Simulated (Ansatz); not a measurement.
**How the band gap of WSeS (P-3m1, No. 164, 6 atoms in the cell; start mp-1216174) moves with the method**

No measured value is used here.

```json
[
 {"level (code)": "LDA (Ansatz)", "value (eV)": "?", "cell (Å³/atom)": "18.33"},
 {"level (code)": "PBEsol (Ansatz)", "value (eV)": "0.91", "cell (Å³/atom)": "19.26"},
 {"level (code)": "PBEsol+SOC (Ansatz)", "value (eV)": "0.63 (indirect)", "cell (Å³/atom)": "18.61"},
 {"level (code)": "r²SCAN (Ansatz)", "value (eV)": "?", "cell (Å³/atom)": "20.40"},
 {"level (code)": "r²SCAN+SOC (Ansatz)", "value (eV)": "0.79 (indirect)", "cell (Å³/atom)": "18.61"},
 {"level (code)": "r²SCAN+rVV10 (Ansatz)", "value (eV)": "0.98", "cell (Å³/atom)": "19.36"}
]
```

Q: What belongs in the gaps?

A: 
- LDA (Ansatz, a program for electronic structure), value (eV): 0.68
- r²SCAN (Ansatz), value (eV): 1.21

Computed values are for a static lattice. Spin–orbit coupling is included only where a level's name says +SOC; with heavier elements it mostly lowers gaps and can invert bands. The crystal itself was run without spin with LDA, PBEsol, r²SCAN, r²SCAN+rVV10; a magnetic state was not tried in these runs. Values are at the level's own equilibrium cell; PBEsol+SOC at the PBE-D3(BJ) cell; r²SCAN+SOC at the PBE-D3(BJ) cell. Cutoffs differ between the levels. Ansatz's density-functional and Hartree–Fock values are scalar-relativistic unless marked +SOC, with PAW data made under PBE.

A start named mp-… is a Materials Project structure, which need not be a measured phase.
